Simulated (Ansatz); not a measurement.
Phonon-limited resistivity of PtBi (P6_3/mmc) against temperature in μΩ·cm, PBEsol, DFPT electron-phonon coupling, linearised Boltzmann equation (Ansatz, a quantum-chemistry and plane-wave program), harmonic crystal at a fixed cell. x, y and z are the axes of this cell:
```yaml
crystal:
  lattice:
    - [4.36332, 0.00000, 0.00000]
    - [-2.18166, 3.77875, 0.00000]
    - [0.00000, 0.00000, 5.48305]
  atoms:
    - { symbol: Bi, position: [0.33333, 0.66667, 0.25000] }
    - { symbol: Bi, position: [0.66667, 0.33333, 0.75000] }
    - { symbol: Pt, position: [0.00000, 0.00000, 0.50000] }
    - { symbol: Pt, position: [0.00000, 0.00000, 0.00000] }
```

```csv
T,"ρ (x, y)",ρ (z)
50 K,1.13,1.60
77 K,[?],3.1
100 K,3.0,4.3
150 K,4.8,6.8
200 K,[?],9.3
250 K,8.3,11.7
273 K,[?],12.8
300 K,10.0,14.1
350 K,11.7,16.6
400 K,13.4,19.0
```

Problem. Fill in the missing entries.

Solution. 
- 77 K, ρ (x, y): 2.2
- 200 K, ρ (x, y): 6.6
- 273 K, ρ (x, y): 9.1

A metal at this level (no band gap). Only scattering by harmonic phonons is included (no impurities, grain boundaries, electron-electron scattering or thermal expansion). Spin-orbit coupling is left out, which matters with elements this heavy. The squared frequency of the phonon mode least converged on the k mesh is uncertain by 14 %. Halving the electron mesh (24x24x16) moves the resistivity by up to 3 %. Smearing 0.20 eV; phonons on a 4x4x3 q mesh, which this run doesn't test and which matters most at low temperature.

Formula and space group known from diffraction (Crystallography Open Database), not checked to be the room-temperature form: PtBi (P6_3/mmc).
